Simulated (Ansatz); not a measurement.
Cubic perovskite KZnF₃, treated with revPBE (PAW; Ansatz, a quantum-chemistry and plane-wave program).

Numerical settings: plane-wave cutoff 520 eV, 8×8×8 k mesh, Fermi–Dirac smearing 0.01 eV, scalar-relativistic PAW data made under PBE.

Energies at three volumes about the minimum:

```json
[
 {"V (Å³/atom)": "14.425", "E − E_lowest (meV/atom)": "1.16"},
 {"V (Å³/atom)": "14.720", "E − E_lowest (meV/atom)": "0.00"},
 {"V (Å³/atom)": "15.014", "E − E_lowest (meV/atom)": "1.07"}
]
```

Fit a parabola by hand: where is the minimum, what lattice constant follows, and what is the bulk modulus?

Slopes: (0.00 − 1.16)/(14.720 − 14.425) = -3.932 and (1.07 − 0.00)/(15.014 − 14.720) = 3.639 meV/Å³. Curvature E″ = 2 × (3.639 − (-3.932))/(15.014 − 14.425) = 25.708 meV/Å⁶. From the middle of the first interval, the slope vanishes at V0 = 14.5725 − (-3.932)/25.708 = 14.725 Å³/atom. B = V0 E″ = 14.725 × 25.708 meV/Å³ × 0.1602 GPa per meV/Å³ = 60.7 GPa. With 5 atoms in the cube, a = (5 × 14.725)^(1/3) = 4.191 Å. The full Birch–Murnaghan fit to all volumes gives V0 = 14.720 Å³/atom and B0 = 60.6 GPa.

Measured, for comparison: bulk modulus 80 GPa (temperature not stated, not corrected to a static lattice, (C11+2C12)/3; as tabulated in Vaitheeswaran et al. (2016), arXiv:1609.00541); lattice constant a 4.055 Å (room temperature, not corrected to a static lattice; as tabulated in Dubrovin et al. (2021), arXiv:2110.13026). Computed (rounded) less measured: bulk modulus -24 %.

Note: the cell is over a tenth larger than the published one: the level's own overestimate first of all, though another phase or state, or a fault of the published cell, is possible.
